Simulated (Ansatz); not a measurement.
Results of HSE06-D3(BJ) (Ansatz, a quantum-chemistry and plane-wave program, plane waves, PAW) for L1₂ (Cu3Au-type) Al3Sc.

Run with plane-wave cutoff 460 eV, 8×8×8 k mesh, Fermi–Dirac smearing 0.05 eV, scalar-relativistic PAW data made under PBE.

Cell (relaxed at this level):

```cif
data_Al3Sc
_chemical_formula_sum 'Sc1 Al3'
_space_group_name_H-M_alt 'Pm-3m'
_space_group_IT_number 221
_space_group_name_Hall '-P 4 2 3'
_cell_length_a 4.02129
_cell_length_b 4.02129
_cell_length_c 4.02129
_cell_angle_alpha 90.000
_cell_angle_beta 90.000
_cell_angle_gamma 90.000
loop_
_atom_site_label
_atom_site_type_symbol
_atom_site_symmetry_multiplicity
_atom_site_Wyckoff_symbol
_atom_site_fract_x
_atom_site_fract_y
_atom_site_fract_z
_atom_site_occupancy
Sc1 Sc 1 a 0.00000 0.00000 0.00000 1
Al1 Al 3 c 0.00000 0.50000 0.50000 1
```

**Question.** Estimate the bulk modulus B0 and pressure derivative B′ of the bulk modulus that the calculation returns.

**Answer.** 
bulk modulus B0: 103 GPa
pressure derivative B′ of the bulk modulus: 4.0

Measured, for comparison: bulk modulus 91.5 ± 1 GPa (298 K, not corrected to a static lattice, polycrystal; as tabulated in A Combined Experimental and First-Principles Based Assessment of …). Computed (rounded) less measured: bulk modulus +13 %.

Computed values are for the static lattice.
